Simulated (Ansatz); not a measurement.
Base system: CaF2 in the fluorite structure (space group Fm-3m, No. 225; a = 5.4391 Å).

Method: Ansatz (an electronic-structure program), r2SCAN, PAW, cutoff 500 eV, without spin-orbit coupling.

One change was made to it. Results:

The width of the top valence band increases by 0.088 eV (0.85 eV → 0.93 eV); the density increases by 0.503 g/cm³ (3.22 g/cm³ → 3.73 g/cm³); the smallest direct gap grows by 0.90 eV (8.29 eV → 9.19 eV); the valley order (the lowest conduction-band minima on the path, energy above the VBM, named in the base's zone) goes from Γ 8.03 eV; X along ⟨100⟩ 8.79 eV to Γ 8.95 eV; X along ⟨100⟩ 9.19 eV.

### Question
Which of these changes matches the shifts?
(A) pressure 4.2 GPa
(B) pressure −2 GPa
(C) pressure −1 GPa
(D) pressure 18 GPa

### Answer
D, pressure 18 GPa. For comparison, the valley order in the other runs: pressure −2 GPa gives Γ 7.89 eV; X along ⟨100⟩ 8.72 eV; pressure −1 GPa gives Γ 7.96 eV; X along ⟨100⟩ 8.76 eV; pressure 4.2 GPa gives Γ 8.29 eV; X along ⟨100⟩ 8.91 eV.

Load acts through the strain it causes; cell and atoms are relaxed under it. No phonon test of stability was made. No other phases were tried under pressure.
